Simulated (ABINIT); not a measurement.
Input and output of a self-consistent single point for Rb (Im-3m, 1 atom in the cell) (ABINIT).

Method of the run: LDA (PW92), PAW (JTH v2.0 LDA PAW) (plane waves; ABINIT 10.0.3).

```yaml
crystal:
  lattice:
    - [-2.83347, 2.83347, 2.83347]
    - [2.83347, -2.83347, 2.83347]
    - [2.83347, 2.83347, -2.83347]
  atoms:
    - { symbol: Rb, position: [0.00000, 0.00000, 0.00000] }
```

Reference input (self-consistent single point, DFT, LDA (PW92), plane waves, PAW (JTH v2.0 LDA PAW)): pseudos = [Rb.LDA_PW-JTH.xml]; ecut = 20 Ha; pawecutdg = 40 Ha; ixc = 7; occopt = 3; tsmear = 0.00367493 Ha; ngkpt = 5 5 5; nshiftk = 1; shiftk = 0 0 0; potentials = JTH v2.0 LDA PAW; nband = 10; kptopt = 1. This run's input differs from it in these lines:

```diff
@@ -16,7 +16,7 @@
 ixc 7
-occopt 3
-tsmear 0.00367493
+occopt 6
+tsmear 0.00734986
 nband 10
 kptopt 1
-ngkpt 5 5 5
+ngkpt 8 8 8
 nshiftk 1
```

Log, with long lists cut:

```
--- !BeginCycle
solver: {iscf: 17, nstep: 50, nline: 4, wfoptalg: 10, }
tolerances: {tolvrs: 1.00E-12, }
...

     iter   Etot(hartree)      deltaE(h)  residm     nres2
 ETOT  1  -24.462811465105    -2.446E+01 4.846E-02 9.429E-02
 ETOT  2  -24.488955863276    -2.614E-02 3.553E-03 6.859E-02
 ETOT  3  -24.488753717167     2.021E-04 5.215E-04 2.174E-02
 ETOT  4  -24.488691430028     6.229E-05 7.279E-04 2.837E-03
 ETOT  5  -24.488694795150    -3.365E-06 4.082E-04 7.611E-04
   [... 4 lines left out ...]
 ETOT 10  -24.488690976564     6.771E-12 1.709E-05 6.008E-10
 ETOT 11  -24.488690976563     5.933E-13 4.402E-06 1.465E-10
 ETOT 12  -24.488690976563     8.029E-13 1.597E-05 4.645E-12
 ETOT 13  -24.488690976563    -1.812E-13 3.857E-06 2.303E-13
 At SCF step   13       nres2   =  2.30E-13 < tolvrs=  1.00E-12 =>converged.

 Cartesian components of stress tensor (hartree/bohr^3)
  sigma(1 1)=  1.39622647E-05  sigma(3 2)=  0.00000000E+00
  sigma(2 2)=  1.39622647E-05  sigma(3 1)=  0.00000000E+00
  sigma(3 3)=  1.39622647E-05  sigma(2 1)=  0.00000000E+00

 ----iterations are completed or convergence reached----

 reduced coordinates (array xred) for    1 atoms
       0.000000000000      0.000000000000      0.000000000000
 cartesian forces (eV/Angstrom) at end:
    1     -0.00000000000000    -0.00000000000000    -0.00000000000000
 frms,max,avg= 0.0000000E+00 0.0000000E+00   0.000E+00  0.000E+00  0.000E+00 e/A
 length scales=  9.274251767336  9.274251767336  9.274251767336 bohr
              =  4.907722662000  4.907722662000  4.907722662000 angstroms
   [... lines left out ...]
 Fermi (or HOMO) energy (hartree) =  -0.01549   Average Vxc (hartree)=  -0.21150
 Fermi (or HOMO) energy (eV) =  -0.42161   Average Vxc (eV)=  -5.75515
   [... lines left out ...]
'-kT*entropy'       : -1.57856369184574E-04
total_energy        : -2.44886905169565E+01
total_energy_eV     : -6.66371157885646E+02
...

-Cartesian components of stress tensor (GPa)         [Pressure= -4.1078E-01 GPa]
- sigma(1 1)=  4.10783941E-01  sigma(3 2)=  0.00000000E+00
- sigma(2 2)=  4.10783941E-01  sigma(3 1)=  0.00000000E+00
- sigma(3 3)=  4.10783941E-01  sigma(2 1)=  0.00000000E+00

 Calculation completed.
```

The run converged in 13 iterations. 

The starting cell has typed, rounded lattice constants, without a prior relaxation at this level. Its lattice was rescaled by up to half a per cent.

These are the values that this program gave, and no reference: the one-centre exchange-correlation terms come from a truncated expansion.
